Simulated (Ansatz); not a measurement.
# Ga (within 0.1 Å of Cmcm, No. 63, 2 atoms in the cell; start mp-10021; another form than the element's usual one): properties by level of theory

```tsv
level (code)	bulk modulus B0 (GPa)	cohesive energy (eV/atom)
LDA (Ansatz)	(withheld)	3.42
PBEsol (Ansatz)	59.8	3.06
r²SCAN (Ansatz)	(withheld)	(withheld)
```

Question: Some entries are withheld; supply them.

Answer: 
- LDA (Ansatz, a quantum-chemistry and plane-wave program), bulk modulus B0 (GPa): 65.7
- r²SCAN (Ansatz), bulk modulus B0 (GPa): 60.4
- r²SCAN (Ansatz), cohesive energy (eV/atom): 2.76

Caveats: the bulk modulus is −V dP/dV from two relaxed cells at ±2 % in volume (LDA, PBEsol, r²SCAN); the relaxation could not lower the start's symmetry, so the cell can be a saddle point above a distorted one (LDA, PBEsol, r²SCAN). Ansatz's density-functional and Hartree–Fock values are scalar-relativistic unless marked +SOC, with PAW data made under PBE.

Unless a cell is named, each level is at its own relaxed cell (LDA 17.32, PBEsol 17.94, r²SCAN 18.14 Å³/atom).

Free atoms are spin-polarised, in the lowest state found; at levels without +SOC their spin–orbit coupling is left out.

The computed numbers hold no vibrational or temperature effects.

A start named mp-… is a Materials Project structure, which need not be a measured phase.
